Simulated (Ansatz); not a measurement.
A self-consistent single point of a (100) slab of HfN (cut from a parent of space group no. 225; 8 atoms in the cell) with Ansatz (a quantum-chemistry and plane-wave program).

Method of the run: PBEsol, default PAW files made with PBE (plane waves; Ansatz).

The change in words: vacuum of 8 angstrom (first run: 14 Å); efield.axis: default → 3; efield.dipole_correction: default → true. Reference geometry:
```
CELL_PARAMETERS angstrom
      3.18014     0.00000     0.00000
     -3.18014     3.18014     0.00000
      0.00000     0.00000    20.74601
ATOMIC_POSITIONS crystal
  Hf 0.00000 0.00000 0.44581
  Hf 0.00000 0.50000 0.33741
  Hf 0.00000 0.00000 0.66259
  Hf 0.00000 0.50000 0.55420
  N  0.00000 0.00000 0.33741
  N  0.00000 0.50000 0.44581
  N  0.00000 0.00000 0.55420
  N  0.00000 0.50000 0.66259
```

Reference input (self-consistent single point, DFT, PBEsol, plane waves, default PAW files made with PBE): basis.ecutwfc = 420 eV; kpoints.mp_grid.grid = 13 13 1; hamiltonian.xc = pbesol; hamiltonian.pseudopotentials = {kind: paw} (the program's default PAW files); scf.occupations.method = fermi_dirac; scf.occupations.width = 0.1 eV. This run's input differs from it in these lines:

Ansatz 0.2 input:
```diff
@@ -4,12 +4,12 @@
     - [-3.180142, 3.180142, 0.000000]
-    - [0.000000, 0.000000, 20.746011]
+    - [0.000000, 0.000000, 14.746022]
   atoms:
-    - { symbol: Hf, position: [0.000000, 0.000000, 0.445807] }
-    - { symbol: Hf, position: [0.000000, 0.500000, 0.337414] }
-    - { symbol: Hf, position: [0.000000, 0.000000, 0.662586] }
-    - { symbol: Hf, position: [0.000000, 0.500000, 0.554199] }
-    - { symbol: N, position: [0.000000, 0.000000, 0.337414] }
-    - { symbol: N, position: [0.000000, 0.500000, 0.445807] }
-    - { symbol: N, position: [0.000000, 0.000000, 0.554199] }
-    - { symbol: N, position: [0.000000, 0.500000, 0.662586] }
+    - { symbol: Hf, position: [0.000000, 0.000000, 0.423756] }
+    - { symbol: Hf, position: [1.000000, 0.500000, 0.271260] }
+    - { symbol: Hf, position: [0.000000, 0.000000, 0.728740] }
+    - { symbol: Hf, position: [1.000000, 0.500000, 0.576252] }
+    - { symbol: N, position: [0.000000, 0.000000, 0.271260] }
+    - { symbol: N, position: [1.000000, 0.500000, 0.423756] }
+    - { symbol: N, position: [0.000000, 0.000000, 0.576252] }
+    - { symbol: N, position: [1.000000, 0.500000, 0.728740] }
 basis:
@@ -21,2 +21,5 @@
   pseudopotentials: { kind: paw }
+efield:
+  axis: 3
+  dipole_correction: true
 scf:
@@ -26,3 +29,2 @@
   eigenvalues: true
-  stress: true
```

Log, with long lists cut:

```
SCF iter   1: F=—  HF=-63918.661809 eV  |F-HF|=—  |Δ(HF+E_count)|=         —  Δρ=9.03e-3  dr2=4.17e-1  ethr=1.77e-3  p=0.000 e·Å  D=1.76e-5 V/Å  ΔV_dip=-0.00 eV  dr2_dipole=4.07e-9  V_vac-E_F(+/−)=2.78/2.78 eV  ⟨swp⟩=5.5  Hψ=7662  notcnv=0  defer=9
all-band conjugate gradients solve this SCF's bands
efield: sawtooth ramp at fractional position 0.9500 (placed from the atoms, in the widest stretch of the axis that holds none …
   [... lines left out ...]
WARN: efield: at this solve's end the planar-averaged density reaches 6.48e-3 e/Å³ inside the ramp window [0.8822, 0.1178] (bound 1e-5 e/Å³) …
SCF 1 converged in 9 iterations: F = -63918.617373 eV  dr2 = 4.04e-8
Free energy (F): -63918.617373 eV
Internal energy: -63918.505234 eV  (E = F + TS)
E sigma→0 (E₀):  -63918.561304 eV
Entropy (-TS):   -0.112139 eV (-14.017 meV/atom)
Fermi energy:    13.574406 eV
Dipole field:    D = 0.000020 V/Å  (p = 0.000017 e·Å, saw-weighted, corrected)
Work function:   Φ+ = withheld (plateau slope 8.9e-1 eV/Å)   Φ− = withheld (plateau slope 8.9e-1 eV/Å)
Levels:          The Fermi level and band energies are counted from a zero that moves with the ramp; work functions are not
Vacuum region:   at the solve's end the planar-averaged density reaches 6.48e-3 e/Å³ inside the ramp window [0.8822, 0.1178] (bound 1e-5 e/Å³)
--- Forces (eV/Å), atoms counted from 1 ---
  atom   1  Hf     0.00000000     0.00000000    -0.01291741
  atom   2  Hf    -0.00000000     0.00000000     1.36750427
  atom   3  Hf     0.00000000     0.00000000    -1.36674542
  atom   4  Hf    -0.00000000    -0.00000000     0.01207017
  atom   5  N     -0.00000000     0.00000000    -0.81637364
  atom   6  N     -0.00000000     0.00000000    -0.88266150
  atom   7  N      0.00000000     0.00000000     0.88203483
  atom   8  N     -0.00000000     0.00000000     0.81708211
```

The run converged in 9 iterations. Against the reference run the free energy goes down by 3.7 meV/atom and the largest force goes from 1.444 to 1.368 eV/Å.

The starting cell has typed, rounded lattice constants, without a prior relaxation at this level. The slab is cut from that crystal, and its faces are unrelaxed. Its lattice was rescaled by up to half a per cent. Spin polarisation is off, though cut faces can carry moments; the slab shows no gap. Forces in this geometry exceed 1 eV/Å.
